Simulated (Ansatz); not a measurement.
# ZnSe: x(W) = 0.667, 6 atoms, P3m1

Consider ZnSe in the zinc blende structure (space group F-43m, No. 216; a = 5.733 Å).

The other end (x = 1) is ZnW in the zinc blende structure (space group F-43m, No. 216; a hypothetical phase, not in the database extracts checked): 21.84 Å³/atom, gap zero; this end may not be an ambient phase.

Perturbation: W replaces 66.7 % of the Se, ordered in a cell of 6 atoms (starting symmetry P3m1) and fully relaxed.

All numbers come from PBE/PAW in Ansatz (an electronic-structure program), scalar-relativistic without spin-orbit coupling, earlier PAW set. k-mesh 19×19×3 (Γ-centred); smearing 0.05 eV (Fermi–Dirac), for the changed cell.

- Volume per atom: 17.74 Å³ (base 23.55 Å³)
- Shortest interatomic distance: 2.465 Å (base 2.482 Å)
- Band gap: zero (base 1.15 eV)
- Mixing energy: -0.90 eV/atom (to 0.01 eV only: unlike meshes or grids) (against an end that may be hypothetical)
- Deviation of the volume from the linear (Vegard-type) interpolation: -20.8 %

These are small ordered cells, not random alloys; other orderings at the same x differ. Whether these cells are dynamically stable was not tested. The final runs are not spin-polarised. Zn3W2Se has a high density of states at the Fermi level and may be magnetic at this level. Under x(W) = 0.667, 6 atoms, P3m1 the cell changed shape so far that it is another structure.
